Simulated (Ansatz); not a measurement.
MgS (F-43m, No. 216, 2 atoms in the cell; start mp-13032; metastable phase) was calculated with HSE06 in Ansatz (plane waves, PAW).

Settings: plane-wave cutoff 460 eV, 8×8×8 k mesh, Fermi–Dirac smearing 0.01 eV, scalar-relativistic PAW data made under PBE.

Cell (relaxed with PBEsol):

```
CELL_PARAMETERS angstrom
      0.00000     2.82578     2.82578
      2.82578     0.00000     2.82578
      2.82578     2.82578     0.00000
ATOMIC_POSITIONS crystal
  Mg 0.00000 0.00000 0.00000
  S  0.75000 0.75000 0.75000
```

Question: Predict the band gap.

Answer: 
- band gap: 4.56 eV (on the SCF k mesh) (direct)

Note: cell and atoms aren't relaxed at this level (pressure 0.4 GPa).

A start named mp-… is a Materials Project structure, which need not be a measured phase.

Ansatz is a first-principles code.
